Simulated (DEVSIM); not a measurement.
Structure: illuminated Ge n-on-p cell, one wavelength, with a back-surface field, at 300 K.

Layer 1 from the left is Ge, thickness (μm) 0.300, Nd (cm⁻³) 1.2e18, τn (s) 4.7e-5, τp (s) 1.6e-5, absorption coefficient (cm⁻¹) 11000. Layer 2 from the left is Ge, thickness (μm) 44.0, Na (cm⁻³) 1.1e17, τn (s) 0.00018, τp (s) 0.00018, absorption coefficient (cm⁻¹) 11000. Layer 3 from the left is Ge, thickness (μm) 0.530, Na (cm⁻³) 2.5e18, τn (s) 0.00018, τp (s) 0.00018, absorption coefficient (cm⁻¹) 11000.

Left contact: ohmic, minority hole recombination velocity 90000 cm/s. Right contact: ohmic, minority electron recombination velocity 9e5 cm/s. Voltage is applied to the left contact. Recombination: SRH at mid-gap, radiative, Auger. Light enters at the left, 8.5e17 photons cm⁻² s⁻¹, one pass, no reflection. Mobility is constant in doping.

Constants are typed, rounded textbook-type inputs, not results; the design itself was drawn at random and stands for no fabricated device. Values at 300 K.

Ge: gap (eV) 0.664, affinity (eV) 4, permittivity 16, Nc (cm⁻³) 1.04e19, Nv (cm⁻³) 6e18, μn (cm²/Vs) 3900, μp (cm²/Vs) 1900, B (cm³/s) 6.4e-14, Cn (cm⁶/s) 1e-31, Cp (cm⁶/s) 1e-31.

Model (solved in DEVSIM): 1D drift-diffusion, Boltzmann statistics, complete ionisation; no tunnelling, impact ionisation, image-force lowering or self-heating.

Dark forward current:

| |V| (V) | |J| (A/cm²) |
|---|---|
| 0.05 | 7.628e-5 |
| 0.10 | 0.0006038 |
| 0.15 | 0.004253 |
| 0.20 | 0.02949 |
| 0.25 | 0.2040 |
| 0.30 | 1.408 |
| 0.35 | 9.603 |
| 0.40 | 61.28 |
| 0.45 | 317.5 |
| 0.50 | 1205 |
| 0.55 | 3412 |

Task: Work out the local ideality factor n = ΔV / (kT/q · ln(J2/J1)) between the rows 0.15 and 0.20 V, 0.50 and 0.55 V.

Result: kT/q = 25.85 mV. From 0.15 to 0.20 V: ln(0.02949/0.004253) = 1.936, n = 1.00, near the 1 of diffusion or emission over a barrier. From 0.50 to 0.55 V: ln(3412/1205) = 1.041, n = 1.86.

Task: What current could the absorbed light give at most, and what share is collected?

Result: Σ αd = 49.3, so qΦ(1 − exp(−Σ αd)) = 136 mA/cm². The simulated short-circuit current is 134.1 mA/cm², a share of 0.98.

Task: Estimate the open-circuit voltage by superposition: the voltage at which the dark current equals that short-circuit current.

Result: Interpolating ln J in the table gives 0.239 V. The simulation gives 0.239 V, the same within the digits that matter. Superposition holds where collection doesn't change with voltage.

Task: Estimate the fill factor from FF0 = (v − ln(v + 0.72))/(v + 1), v = qVoc/(nkT), with n from the dark curve.

Result: The rows about Voc, 0.20 and 0.25 V, give n = 1.00, so v = 9.24 and FF0 = 0.678. The simulation gives 0.677, the same within the digits that matter.
